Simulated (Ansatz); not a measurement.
**A constructed model of the (100) surface of rock-salt TiC, a layer of Al, one atom over each C (bottom of the slab: a bare face, its two planes held)**

Computed with PBE (plane waves to 420 eV, PAW; Ansatz, a quantum-chemistry and plane-wave program).

Slab: 13 atoms, 12.9 Å thick at the start with caps and adatoms (thin: gaps and levels are the slab's own); k 12x12x1, smearing 0.1 eV, dipole-corrected; 4 atoms held, the rest relaxed; held to the start's symmetry, so lower structures may exist; no spin, no spin-orbit, no U. In PBE it is, or lies within 0.01 eV a 1x1 cell of, the lowest of the 2 structures of its composition computed so far; subsurface sites and larger cells were not tried.

```yaml
work_function_of_the_top_face: 4.40 eV
energy_released_by_relaxation: 0.082 eV
cost: roughly 6 core-minutes
```
